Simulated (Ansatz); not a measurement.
An Ansatz (an electronic-structure program) run: V3Ga with a change (V → Cd); Ansatz PBEsol, scalar-relativistic without spin-orbit coupling.

Input:

Ansatz 0.2 input:
```yaml
crystal:
  lattice:
    - [5.5136486656, 0, 0]
    - [0, 5.5136486656, 0]
    - [0, 0, 5.5136486656]
  atoms:
    - { symbol: Cd, position: [0.5, 0.25, 0] }
    - { symbol: Cd, position: [0.5, 0.75, 0] }
    - { symbol: Cd, position: [0.25, 0, 0.5] }
    - { symbol: Cd, position: [0.75, 0, 0.5] }
    - { symbol: Cd, position: [0, 0.5, 0.25] }
    - { symbol: Cd, position: [0, 0.5, 0.75] }
    - { symbol: Ga, position: [0.5, 0.5, 0.5] }
    - { symbol: Ga, position: [0, 0, 0] }
basis: { ecutwfc: 420, ecutrho_ratio: 4, xc_grid: 2, fft_grid_basis: typed }
kpoints: { mp_grid: { grid: [9, 9, 9] } }
hamiltonian:
  xc: pbesol
  dispersion: none
  pseudopotentials: { kind: paw }
scf: { occupations: { method: fermi_dirac, width: 0.05 }, convergence: { dr2_threshold: 0.0000000008 } }
output: { forces: true, stress: true }
checkpoint: { write: state.ck, write_every: 1000 }
```

Output (explanatory and most iteration lines left out):

```
Pseudopotential: Cd, paw, valence charge 20
Pseudopotential: Ga, paw, valence charge 13
Crystal: 8 atoms, lattice volume = 167.617 Å³
Basis set: ecut = 420 eV, 3239 PW (Γ), exchange–correlation on 80×80×80 points (8 copies of the dense FFT grid, shifted against one another)
Bands: 82, of which v1, the nominal top of the filled ones, is band 73 counted from 1 (72 counted from 0)
Symmetry: 48 space group operations
Space group: Pm-3n (ITA 223), of the structure as read, at distance tolerance 5.5e-5 Å
k-points: 35 of 729
Functional: x = pbesol(κ = 0.804, μ = 0.12345679012345678), c = pbesol(β = 0.046)
SCF iter   1: F=—  HF=-56589.995948 eV  |F-HF|=—  |Δ(HF+E_count)|=         —  Δρ=5.34e-3  dr2=4.10e-2  ethr=1.77e-3  ⟨swp⟩=5.9  Hψ=9568  notcnv=0  defer=10
SCF iter   2: F=—  HF=-56589.984004 eV  |F-HF|=—  |Δ(HF+E_count)|=   1.19e-2  Δρ=1.80e-3  dr2=5.36e-3  ethr=2.81e-5  ⟨swp⟩=2.0  Hψ=5107  notcnv=0  defer=28
SCF 1 converged in 9 iterations: F = -56589.981994 eV  dr2 = 1.56e-11
SCF converged after 9 iterations
Free energy (F): -56589.981994 eV
Internal energy: -56589.953337 eV  (E = F + TS)
E sigma→0 (E₀):  -56589.967666 eV
Entropy (-TS):   -0.028657 eV (-3.582 meV/atom)
Fermi energy:    13.334094 eV
--- Forces (eV/Å), atoms counted from 1 ---
  atom   1  Cd     0.00000000    -0.00000000     0.00000000
  atom   2  Cd    -0.00000000     0.00000000     0.00000000
  atom   3  Cd     0.00000000     0.00000000    -0.00000000
  atom   4  Cd    -0.00000000    -0.00000000     0.00000000
  atom   5  Cd    -0.00000000     0.00000000     0.00000000
  atom   6  Cd    -0.00000000     0.00000000     0.00000000
  atom   7  Ga     0.00000000    -0.00000000    -0.00000000
  atom   8  Ga     0.00000000     0.00000000     0.00000000
--- Stress (GPa, compression-positive) ---
        0.000130      -0.000000       0.000000
       -0.000000       0.000130       0.000000
        0.000000       0.000000       0.000130
  P = ⅓ Tr σ = 0.0001 GPa (0.001 kbar)
```

No phonon test of stability was made. The cell was made from V3Ga by this change: V → Cd; the result is a hypothetical phase, not in the database extracts checked.
